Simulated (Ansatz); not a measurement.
Consider Pt in the fcc (Cu type) structure (space group Fm-3m, No. 225; a = 3.9198 Å; relaxed with 0.1 eV smearing).

All numbers come from PBEsol (Ansatz, an electronic-structure program, PAW, without spin-orbit coupling).

Base values:

Pressure: 0.0 GPa
Band gap: zero

Now apply this change: every lattice vector is shortened by 3.00 %; the atoms relax in the strained cell.

**Question.** What does the calculation give for the energy relative to the base, pressure and band gap after the change?

**Answer.** The energy increases by 124 meV/atom; the pressure goes from zero to 33.3 GPa; the band gap is still zero.

Stability against distortions was not tested. All final runs are without spin polarisation.
